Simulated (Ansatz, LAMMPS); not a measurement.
# How the lattice parameter a of Nb (model structure, from the omega type, P6/mmm, No. 191) moves with the method

No measured value is used here.

Problem. Put these levels in order of the lattice parameter a that they give for Nb (model structure, from the omega type, P6/mmm, No. 191), smallest first: LDA (Ansatz, a quantum-chemistry and plane-wave program), PBE (Ansatz), PBEsol (Ansatz), UF3 Nb.uf3 (LAMMPS).

Solution. LDA (4.800 Å), PBEsol (4.834 Å), UF3 Nb.uf3 (4.869 Å), PBE (4.890 Å)

Ansatz's density-functional and Hartree–Fock values are scalar-relativistic unless marked +SOC, with PAW data made under PBE.

Machine-learned potentials (UF3 Nb.uf3) are trained on DFT data, which may include these solids.

A model structure was made by putting elements into a prototype or built by hand; it is no filed structure, need not be a known phase, and can be a saddle point held by its symmetry.
